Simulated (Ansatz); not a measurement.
Hops of point defects in rutile TiO2, each between lowest sites run for its defect: PBE bands (Ansatz, an electronic-structure program, plane waves to 420 eV, PAW, climbing-image NEB) beside r2SCAN single points (500 eV) at the PBE geometries. Static nuclei, no finite-size correction. The rows are a random draw from the bands that converged and passed our checks of state and shape. Saddle orders were checked for a part of the study's bands only and are not shown. Vacancies start on their lattice site; split forms were not set up. Charge states are imposed. Spin-orbit coupling is left out.

| Row | Defect | Route | Hop (Å) | Cell and PBE mesh | r2SCAN k-points | PBE barrier x (eV) | r2SCAN barrier y (eV) |
|---|---|---|---|---|---|---|---|
| 1 | O vacancy, charge +2 | a nearby O jumps into the vacancy | 2.40 | 72 sites, one k-point at (0.250, 0.250, 0.250) | same mesh | 0.83 | 0.81 |
| 2 | interstitial Ti, charge +4 | Ti moves farthest | 1.07 | 72 sites, one k-point at (0.250, 0.250, 0.250) | same mesh | 0.17 | 0.22 |
| 3 | interstitial Ca, charge +2 | Ti moves farthest | 2.11 | 72 sites, 2×2×2 shifted | same mesh | 1.06 | 1.14 |
| 4 | Al-vacancy pair (Al on Ti, O vacant), charge +1 | a nearby O jumps into the vacancy (Al-vacancy distance between ideal sites 1.96 Å throughout) | 2.31 | 72 sites, one k-point at (0.250, 0.250, 0.250) | same mesh | 0.65 | 0.59 |
| 5 | interstitial Hf, charge +4 | Hf moves farthest | 1.40 | 72 sites, 2×2×2 shifted | same mesh | 0.06 | 0.12 |
| 6 | interstitial Cu, charge +1 | Cu moves farthest | 1.45 | 72 sites, one k-point at (0.250, 0.250, 0.250) | same mesh | 0.05 | 0.05 |
| 7 | interstitial Li, charge +1 | Li moves farthest | 1.55 | 72 sites, one k-point at (0.250, 0.250, 0.250) | same mesh | 0.08 | ? |

**Question.** Fit a straight line y = a x + b to rows 1 to 6, predict row 7, and compare with the computed value.

**Answer.** Means: x̄ = 0.470, ȳ = 0.488 eV. Sums: Sxx = 0.945, Sxy = 0.934 eV². So a = Sxy/Sxx = 0.988 and b = ȳ − a x̄ = 0.024 eV, with a scatter of 0.06 eV about the line. Row 7: 0.988 × 0.08 + 0.024 ≈ 0.10 eV. The computed r2SCAN value is 0.09 eV, -0.01 eV from the line, within the scatter. The line only summarises these rows of one host.
